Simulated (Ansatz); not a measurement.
An Ansatz (a first-principles code) input (Ansatz, PBEsol, PAW, cutoff 420 eV, no SOC):

Ansatz 0.2 input:
```yaml
crystal:
  lattice:
    - [0, 2.1339357149, 2.1339357149]
    - [2.1339357149, 0, 2.1339357149]
    - [2.1339357149, 2.1339357149, 0]
  atoms:
    - { symbol: N, position: [0, 0, 0] }
    - { symbol: Ta, position: [0.5, 0.5, 0.5] }
basis: { ecutwfc: 420, ecutrho_ratio: 4, xc_grid: 2, fft_grid_basis: typed }
kpoints: { mp_grid: { grid: [23, 23, 23] } }
hamiltonian:
  xc: pbesol
  dispersion: none
  pseudopotentials: { kind: paw }
scf: { occupations: { method: fermi_dirac, width: 0.1 }, convergence: { dr2_threshold: 0.0000000002 } }
relax: { f_tol: 0.005, max_steps: 50 }
output: { forces: true, stress: true }
checkpoint: { write: state.ck, write_every: 1000 }
```

Task: Which symmetry and how many k-points will the program report, and about how many plane waves at Γ?

Result: Space group Fm-3m (ITA 225) with 48 operations, k-points 364 of 12167, and 339 plane waves at Γ.

Task: And the final pressure?

Result: 31.55 GPa (compression positive).

The cells carry an imposed strain or load. No phonon test of stability was made. The final runs are not spin-polarised. The cell was made from TaN in the rock salt structure (space group Fm-3m, No. 225) by this change: isotropic strain −2.47 %. This is not the structure that TaN has at room temperature and ambient pressure.
